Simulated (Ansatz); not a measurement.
# CoSi2 under a change: pressure 18 GPa

Start from CoSi2 (space group Fm-3m, No. 225; a = 5.315 Å; non-magnetic).

Perturbation: a hydrostatic pressure of 18 GPa.

Level of theory: Ansatz (a program for electronic structure), r2SCAN, PAW, cutoff 500 eV, no spin-orbit coupling, earlier PAW set. k-mesh 15×15×15 (Γ-centred); smearing 0.05 eV (Fermi–Dirac).

The volume per atom drops by 0.93 Å³ to 11.58 Å³ and the density rises by 0.41 g/cm³, from 5.09 g/cm³ to 5.50 g/cm³. The lattice parameter a shrinks by 0.1344 Å, from 5.315 Å to 5.180 Å and the shortest interatomic distance shrinks by 0.058 Å, from 2.301 Å to 2.243 Å. The enthalpy H = E + PV relative to the base's energy comes out as +1.35 eV/atom and the band gap stays zero.

Final structure:

```
CELL_PARAMETERS angstrom
      0.00000     2.59017     2.59017
      2.59017     0.00000     2.59017
      2.59017     2.59017     0.00000
ATOMIC_POSITIONS crystal
  Co 0.00000 0.00000 0.00000
  Si 0.25000 0.25000 0.25000
  Si 0.75000 0.75000 0.75000
```

Load acts through the strain it causes; cell and atoms are relaxed under it. Whether these cells are dynamically stable was not tested. Competing high-pressure phases were not computed. Seeded moments were not kept for the base. The final runs are not spin-polarised. An odd electron count without spin: CoSi2.
